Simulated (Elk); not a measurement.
# A self-consistent single point of KI (Fm-3m, 2 atoms in the cell) with Elk

Method of the run: PBE, all-electron FP-LAPW, Elk's shipped species files, LAPW+lo basis in Elk.

Input as run:

```
tasks
  0

xctype
  20

rgkmax
  7.5

gmaxvr
  16.0

nxoapwlo
  1

stype
  3

swidth
  0.00183747

avec
    0.0000000000    6.6801818506    6.6801818506
    6.6801818506    0.0000000000    6.6801818506
    6.6801818506    6.6801818506    0.0000000000

sppath
  './'

atoms
  2   : nspecies
  'K.in'   : spfname
  1   : natoms; atposl, bfcmt below
  0.0000000000  0.0000000000  0.0000000000    0.0 0.0 0.0
  'I.in'   : spfname
  1   : natoms; atposl, bfcmt below
  0.5000000000  0.5000000000  0.5000000000    0.0 0.0 0.0

ngridk
  4 4 4
```

Output (repeated stretches shortened):

```
│ Elk code version 10.2.4 │

All units are atomic (Hartree, Bohr, etc.)

│ Ground-state run starting from atomic densities │

Lattice vectors :
   0.000000000       6.680181851       6.680181851
   6.680181851       0.000000000       6.680181851
   6.680181851       6.680181851       0.000000000

Unit cell volume      :    596.2039530
Brillouin zone volume :   0.4160492600

Muffin-tin inner radius fraction :   0.1000000000E-01

Nuclei treated as point charges

Species :    1 (K)
 parameters loaded from : K.in
 name : potassium
 nuclear charge    :   -19.00000000
 electronic charge :    19.00000000
 atomic mass :    71271.84084
 muffin-tin radius :    2.400000000
 number of radial points in muffin-tin :    497
 atomic positions (lattice), magnetic fields (Cartesian) :
   1 :   0.00000000  0.00000000  0.00000000    0.00000000  0.00000000  0.00000000

Species :    2 (I)
 parameters loaded from : I.in
 name : iodine
 nuclear charge    :   -53.00000000
 electronic charge :    53.00000000
 atomic mass :    231332.6970
 muffin-tin radius :    2.600000000
 number of radial points in muffin-tin :    597
 atomic positions (lattice), magnetic fields (Cartesian) :
   1 :   0.50000000  0.50000000  0.50000000    0.00000000  0.00000000  0.00000000

Total number of atoms per unit cell :    2

Spin treatment :
 spin-unpolarised

Number of Bravais lattice symmetries :   48
Number of crystal symmetries         :   48
Crystal has inversion symmetry
Real symmetric eigensolver will be used

k-point grid :      4     4     4
k-point offset :    0.000000000       0.000000000       0.000000000
k-point set is reduced with full crystal symmetry group
Total number of k-points :        8

Muffin-tin radius times maximum |G+k| :    7.500000000
 using average radius
Maximum |G+k| for APW functions       :    3.000000000
Maximum (1/2)|G+k|²                   :    4.500000000
Maximum |G| for potential and density :    16.00000000
 potential will be trimmed for |G| > 2 gkmax
Constant for pseudocharge density :   10
Radial integration step length :    4

G-vector grid sizes :     49    49    49
Number of G-vectors :    41151

Maximum angular momentum used for
 APW functions                      :    8
 outer part of muffin-tin           :    6
 inner part of muffin-tin           :    1

Total nuclear charge    :   -72.00000000
Total core charge       :    46.00000000
Total valence charge    :    26.00000000
Total excess charge     :    0.000000000
Total electronic charge :    72.00000000

Effective Wigner radius, rₛ :    1.255041004

Number of empty states         :    8
Total number of valence states :   21
Total number of core states    :   46

Total number of local-orbitals :   23

Exchange-correlation functional :     20     0     0
 Perdew-Burke-Ernzerhof, Phys. Rev. Lett. 77, 3865 (1996)
 gradient requirement :    1
 generalised gradient approximation (GGA)

Smearing type :    3
 Fermi-Dirac
Smearing width :   0.1837470000E-02
Effective electronic temperature (K) :    580.2271348

Mixing type :    3
 Broyden mixing, J. Phys. A: Math. Gen. 17, L317 (1984)

Kohn-Sham potential initialised from atomic data

│ Self-consistent loop started │
│ Loop number : 1 │
 total energy                :     -7728.46163182
│ Loop number : 2 │
 total energy                :     -7728.39513749
RMS change in Kohn-Sham potential (target) :   0.2656880796     (  0.1000000000E-05)
Absolute change in total energy (target)   :   0.6649433551E-01 (  0.1000000000E-03)
│ Loop number : 3 │
 total energy                :     -7725.69155951
RMS change in Kohn-Sham potential (target) :   0.1598865010     (  0.1000000000E-05)
Absolute change in total energy (target)   :    2.720201562     (  0.1000000000E-03)
│ Loop number : 4 │
 total energy                :     -7723.27126476
RMS change in Kohn-Sham potential (target) :   0.6704727058E-01 (  0.1000000000E-05)
Absolute change in total energy (target)   :    3.100345144     (  0.1000000000E-03)
│ Loop number : 5 │
 total energy                :     -7722.03551423
RMS change in Kohn-Sham potential (target) :   0.2108282905E-01 (  0.1000000000E-05)
Absolute change in total energy (target)   :    2.010836811     (  0.1000000000E-03)
│ Loop number : 6 │
 total energy                :     -7721.59218385
RMS change in Kohn-Sham potential (target) :   0.5200978883E-02 (  0.1000000000E-05)
Absolute change in total energy (target)   :   0.9460395863     (  0.1000000000E-03)
│ Loop number : 7 │
 total energy                :     -7721.44394999
RMS change in Kohn-Sham potential (target) :   0.5076508981E-03 (  0.1000000000E-05)
Absolute change in total energy (target)   :   0.3847437510     (  0.1000000000E-03)
│ Loop number : 8 │
 total energy                :     -7721.43665021
RMS change in Kohn-Sham potential (target) :   0.1875682326E-03 (  0.1000000000E-05)
Absolute change in total energy (target)   :   0.1034857174     (  0.1000000000E-03)
│ Loop number : 9 │
 total energy                :     -7721.43270685
RMS change in Kohn-Sham potential (target) :   0.2444043706E-04 (  0.1000000000E-05)
Absolute change in total energy (target)   :   0.2981479591E-01 (  0.1000000000E-03)
│ Loop number : 10 │
 total energy                :     -7721.43224992
RMS change in Kohn-Sham potential (target) :   0.1355696507E-04 (  0.1000000000E-05)
Absolute change in total energy (target)   :   0.7910621523E-02 (  0.1000000000E-03)
│ Loop number : 11 │
 total energy                :     -7721.43166904
RMS change in Kohn-Sham potential (target) :   0.2214459727E-05 (  0.1000000000E-05)
Absolute change in total energy (target)   :   0.2558537426E-02 (  0.1000000000E-03)
│ Loop number : 12 │
 total energy                :     -7721.43160836
RMS change in Kohn-Sham potential (target) :   0.4084994232E-06 (  0.1000000000E-05)
Absolute change in total energy (target)   :   0.7003125547E-03 (  0.1000000000E-03)
│ Loop number : 13 │
 total energy                :     -7721.43159444
RMS change in Kohn-Sham potential (target) :   0.1654781551E-06 (  0.1000000000E-05)
Absolute change in total energy (target)   :   0.1890013154E-03 (  0.1000000000E-03)
│ Loop number : 14 │
 total energy                :     -7721.43158592
RMS change in Kohn-Sham potential (target) :   0.3841921518E-07 (  0.1000000000E-05)
Absolute change in total energy (target)   :   0.5577109187E-04 (  0.1000000000E-03)
Convergence targets achieved

│ Loop number : 15 │

Energies :
 Fermi                       :     0.508117002532E-01
 sum of eigenvalues          :     -4690.09792939
 electron kinetic            :      8151.29826975
 core electron kinetic       :      7926.88677276
 Coulomb                     :     -15657.4590223
 Coulomb potential           :     -12560.9200645
 nuclear-nuclear             :     -562.112790193
 electron-nuclear            :     -17629.7723997
 Hartree                     :      2534.42616756
 Madelung                    :     -9376.99899003
 xc potential                :     -280.476134597
 exchange                    :     -211.691492486
 correlation                 :     -3.57934069839
 electron entropic           :    -0.416134102541E-11
 total energy                :     -7721.43158573

Density of states at Fermi energy :   0.5442226764E-07
 (states/Hartree/unit cell)

Estimated indirect band gap :   0.1456407828
 from k-point      1 to k-point      1
Estimated direct band gap   :   0.1456407828
 at k-point      1

Charges :
 core                        :    46.00000000
 valence                     :    26.00000000
 interstitial                :    3.434216042
 muffin-tins (core leakage)
  species :    1 (K)
   atom    1                 :    17.58482272     (  0.1134550214E-06)
  species :    2 (I)
   atom    1                 :    50.98096124     (  0.2010454274E-03)
 total in muffin-tins        :    68.56578396
 total calculated charge     :    72.00145790
 total charge                :    72.00000000
 error                       :   0.1457902990E-02

│ Self-consistent loop stopped │
```

The run converged in 15 iterations. The count includes the last loop, which Elk runs after its targets are met.

The starting cell has typed, rounded lattice constants, without a prior relaxation at this level. Spin-orbit coupling is off. Values depend on the basis (sphere radii, cutoffs, local orbitals), which need not be converged.
